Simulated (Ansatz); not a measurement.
The parent structure is Sn₄Pd (space group Ccce, No. 68; a = 6.443 Å, b = 11.422 Å, c = 6.398 Å).

Calculations: PBEsol in Ansatz (plane waves to 420 eV, PAW, no SOC).

Before the change:

- Volume per atom: 23.54 Å³

One thing is altered: a negative pressure, −2 GPa.

Task: Predict the new volume per atom.

Result: The volume per atom increases by 0.76 Å³, from 23.54 Å³ to 24.30 Å³.

Load acts through the strain it causes; cell and atoms are relaxed under it. No phonon test of stability was made. All final runs are without spin polarisation.

Ansatz is a program for electronic structure.
